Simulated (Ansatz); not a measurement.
For 1T (CdI2-type) MgI2, PBEsol+SOC (Ansatz, a first-principles code, plane waves, PAW) gives:

| Item | Result |
|---|---|
| equilibrium lattice constant a | 4.132 Å |
| c axis length | 7.024 Å |
| bulk modulus | 7.6 GPa |
| band gap at the measured cell | 3.10 eV |

Task: What does r²SCAN in Ansatz (PAW) give for the same quantities?

Result: 
- lattice constant a: 4.186 Å (goes up by 1.3 %)
- lattice parameter c: 7.170 Å (grows by 2.1 %)
- bulk modulus: 8.5 GPa (grows by 12 %)
- band gap at the measured cell: 4.11 eV (grows by 1.01 eV)

For comparison: lattice constant a 4.14 Å (measured, temperature not stated, copied from a table, unchecked, no zero-point or thermal correction; as tabulated in Crystal Structures 1, 239 (1963)); lattice parameter c 6.88 Å (measured, temperature not stated, copied from a table, unchecked, no zero-point or thermal correction; as tabulated in Crystal Structures 1, 239 (1963)).

Changes are worked out from the printed values.

Unless a cell is named, each level is at its own relaxed cell (PBEsol+SOC 34.65, r²SCAN 36.30 Å³/atom).

Levels without +SOC have no spin–orbit coupling; where heavier elements are present it shifts gaps, mostly down, and can invert bands. Density-functional gaps are differences of (generalised) Kohn–Sham levels.

Caveats: the cell comes from a level without a dispersion term, which matters for the spacing of layers, chains or molecules (PBEsol+SOC, r²SCAN). Ansatz's density-functional and Hartree–Fock values are scalar-relativistic unless marked +SOC, with PAW data made under PBE.
